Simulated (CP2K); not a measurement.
CP2K run on Ge3Pd (P1, 4 atoms in the cell): self-consistent single point.

Level of theory: CP2K 2026.2 with LDA (Pade form), GPW, TZVP-MOLOPT-SR-GTH basis, GTH-PADE potentials (GTH_POTENTIALS).

```xyz
4
Lattice="4.1420 0.0000 0.0000 0.0000 4.1420 0.0000 0.0000 0.0000 4.1420" Properties=species:S:1:pos:R:3 pbc="T T T"
Ge     0.0053     2.0709     2.0738
Ge     2.0747    -0.0004     2.0794
Ge     2.0889     2.0697     0.0025
Pd    -0.0269     0.0017    -0.0136
```

Reference input (self-consistent single point, DFT PBEsol, GPW, TZVP-MOLOPT-SR-GTH basis, GTH-PBE potentials (GTH_POTENTIALS)): CUTOFF = 500 Ry; REL_CUTOFF = 50 Ry; SMEAR/METHOD = GAUSSIAN; SIGMA = 0.272 eV; KPOINTS/SCHEME = MONKHORST-PACK 5 5 5; XC_FUNCTIONAL = PBE:PBESOL; Ge/BASIS_SET = TZVP-MOLOPT-SR-GTH; Ge/POTENTIAL = GTH-PBE-q4; Pd/BASIS_SET = TZVP-MOLOPT-SR-GTH; Pd/POTENTIAL = GTH-PBE-q18; METHOD = GPW; EPS_DEFAULT = 1e-11. This run's input differs from it in these lines:

```diff
@@ -43,6 +43,3 @@
     &XC
-      &XC_FUNCTIONAL
-        &PBE
-          PARAMETRIZATION PBESOL
-        &END PBE
+      &XC_FUNCTIONAL PADE
       &END XC_FUNCTIONAL
@@ -79,3 +76,3 @@
       BASIS_SET TZVP-MOLOPT-SR-GTH
-      POTENTIAL GTH-PBE-q4
+      POTENTIAL GTH-PADE-q4
     &END KIND
@@ -83,3 +80,3 @@
       BASIS_SET TZVP-MOLOPT-SR-GTH
-      POTENTIAL GTH-PBE-q18
+      POTENTIAL GTH-PADE-q18
     &END KIND
```

Output, abridged:

```
 SCF WAVEFUNCTION OPTIMIZATION

  Step     Update method      Time    Convergence         Total energy    Change
     1 NoMix/Diag. 0.20E+00      -     0.58731674      -139.1413932282 -1.39E+02
     2 Broy./Diag. 0.20E+00      -     0.28701575      -144.8892854730 -5.75E+00
     3 Broy./Diag. 0.20E+00      -     0.16773068      -141.2594721226  3.63E+00
     4 Broy./Diag. 0.20E+00      -     0.03872958      -139.1628790356  2.10E+00
     5 Broy./Diag. 0.20E+00      -     0.01132748      -138.7479408317  4.15E-01
     6 Broy./Diag. 0.20E+00      -     0.01284627      -138.6736755837  7.43E-02
   [... 7 lines left out ...]
    14 Broy./Diag. 0.20E+00      -     0.00000504      -138.8630821742  2.14E-05
    15 Broy./Diag. 0.20E+00      -     0.00000027      -138.8631019500 -1.98E-05
    16 Broy./Diag. 0.20E+00      -     0.00000086      -138.8631086050 -6.65E-06
    17 Broy./Diag. 0.20E+00      -     0.00000006      -138.8631162232 -7.62E-06
  *** SCF run converged in    17 steps ***

  Overlap energy of the core charge distribution:               0.00000000001487
  Self energy of the core charge distribution:               -247.99878171123601
  Core Hamiltonian energy:                                     58.89024948104464
  Hartree energy:                                              66.14965007643767
  Exchange-correlation energy:                                -15.90138244114216
  Smearing free energy correction:                             -0.00285162952328
  Fermi energy:                                                 0.28055953006960

  Total energy:                                              -138.86311622323373
  Total energy (extrapolated to sigma->0):                   -138.86169040847210

                     Mulliken Population Analysis

   [... lines left out ...]

 STRESS| Analytical stress tensor [bar]
 STRESS|                        x                   y                   z
 STRESS|      x       -7.12106484347E+04  -2.03228031600E+00  -2.02930274048E+01
 STRESS|      y       -2.03228031600E+00  -7.11689965109E+04   4.58070013628E+00
 STRESS|      z       -2.02930274048E+01   4.58070013628E+00  -7.11267332197E+04
 STRESS| 1/3 Trace                                            -7.11687927218E+04
```

The run converged in 17 iterations. Against the reference run the pressure goes from -1.68 to -7.12 GPa and the largest force hardly changes (0.057 to 0.060 eV/Å).

The starting cell comes from a database of computed structures (which also holds hypothetical and non-ambient phases and stackings), without a prior relaxation at this level. Its atoms were displaced at random from the sites of space group no. 221. Spin polarisation is off. Values carry the incompleteness of an atom-centred basis. With a pressure of about -7 GPa the cell is away from its equilibrium volume at this level.
